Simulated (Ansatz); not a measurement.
Worked calculations on one periodic cell of amorphous Si$_{24}$O$_{51}$In$_{2}$: Si24O51In2, 77 atoms, volume 1162.7 Å³, made by a melt-quench on the CHGNet potential and relaxed with DFT. O atoms were pushed apart under 1.9 Å during the dynamics, to hinder bonds among them. It is a model cell: composition and starting density were chosen by hand, and all elements were melted together. Cycles of charging were run to anneal it. Computed with PBE, scalar-relativistic without spin-orbit coupling (plane waves to 420 eV, PAW; Ansatz, a first-principles code). Sampling: a 2×2×2 Γ-centred mesh; Fermi-Dirac width 0.02 eV; no spin polarisation. Its volume was relaxed, its shape was free, and it stands at a mean pressure of 0.0 GPa with stress components up to 0.0 GPa; the relaxation ran on the zone centre alone. Its density went from a set 2.47 to 2.46 g/cm³. The cell is small and was quenched far faster than a real film, so it is one sample of the glass.

Question: Count formal charges (Si +4, O -2, In +3). What does the count lead one to expect at the Fermi level, and what does the calculation give?

Answer: 24 × (+4) + 51 × (-2) + 2 × (+3) = 0. The charges balance, so the anion-derived valence states can be full and a gap can open. On this mesh the highest filled and lowest empty level lie 3.71 eV apart, the PBE gap of this cell, with a localised state at one edge or both.

Four energies for an added electron at PBE on the zone centre alone (charged cells in a uniform background, spin-polarised): neutral at the neutral geometry -55467.083 eV; charged at the neutral geometry -55461.508 eV; charged and relaxed -55461.930 eV; neutral at the charged geometry -55466.200 eV.

Question: Find the two relaxation energies and their sum, the reorganisation energy.

Answer: On charging: -55461.508 − (-55461.930) = 0.422 eV. On discharging: -55466.200 − (-55467.083) = 0.883 eV. The sum is 1.305 eV. The carrier's level spreads over 5 of the 77 atoms' worth, so it counts as localised, most on one In atom with neighbours O 2.00 Å, O 2.01 Å, O 2.04 Å (neutral geometry). The values are uncorrected: the image energy of a point charge in this cell, 2.84 × 14.40 / (2 × 10.5) = 1.9 eV before screening, is screened by electrons alone at the fixed geometry and by ions too after relaxing, and the carrier can be spread before it relaxes, so each term can be off by up to that value times 1/ε∞, some tenths of an eV. PBE's self-interaction favours spread-out carriers, so a hybrid can localise more.

Four energies for a hole at PBE on the zone centre alone (charged cells in a uniform background, spin-polarised): neutral at the neutral geometry -55467.083 eV; charged at the neutral geometry -55468.486 eV; charged and relaxed -55468.605 eV; neutral at the charged geometry -55466.926 eV.

Question: Find the two relaxation energies and their sum, the reorganisation energy.

Answer: On charging: -55468.486 − (-55468.605) = 0.119 eV. On discharging: -55466.926 − (-55467.083) = 0.157 eV. The sum is 0.276 eV. The carrier's level spreads over 12 of the 77 atoms' worth, so it counts as partly localised, most on one O atom with neighbours Si 1.57 Å, In 1.98 Å (neutral geometry). The values are uncorrected: the image energy of a point charge in this cell, 2.84 × 14.40 / (2 × 10.5) = 1.9 eV before screening, is screened by electrons alone at the fixed geometry and by ions too after relaxing, and the carrier can be spread before it relaxes, so each term can be off by up to that value times 1/ε∞, some tenths of an eV. PBE's self-interaction favours spread-out carriers, so a hybrid can localise more.
